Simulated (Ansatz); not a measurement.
System: interstitial H in bixbyite In2O3 with all lengths changed by -1 % (charge state +1). All values below come from PBE, PAW (plane waves to 420 eV; Ansatz, an electronic-structure program).

Settings: 80 host sites, the strained lattice (strain from the relaxed PBE one, atoms relaxed), one k-point at (0.250, 0.250, 0.250), smearing 0.01 eV, spin-restricted, no image-charge correction. No zero-point or tunnelling terms. The charge state is imposed; whether it is stable for some Fermi level was not computed. Sites that were not tried may lie lower.

Barriers: single points on a 2×2×2 k-point mesh shifted by half a step at the bands' geometries.

A. a concerted move, in which H travels most; the atom moves 2.19 Å along (-0.04, -0.12, -0.17) of the unit cell; the moving atom starts with neighbours O at 1.00, O at 1.76 Å and ends with O at 1.00, O at 2.02, O at 2.04 Å; saddle order not checked.
B. a direct jump of one H atom; the atom moves 2.02 Å along (0.16, -0.10, -0.06) of the unit cell; the moving atom starts with neighbours O at 1.00, O at 1.76 Å and ends with In at 2.16; O at 0.98, O at 2.04 Å; saddle order not checked.
C. a concerted move, in which H travels most; the atom moves 2.30 Å along (0.02, -0.11, 0.20) of the unit cell; the moving atom starts with neighbours O at 1.00, O at 2.02, O at 2.04 Å and ends with In at 2.16; O at 0.98, O at 2.04 Å; the start lies 0.43 eV above the lowest site run; saddle order not checked.

Order them by forward barrier (lowest first) at the level PBE, PAW.

C (0.40 eV), A (0.64 eV), B (0.78 eV)
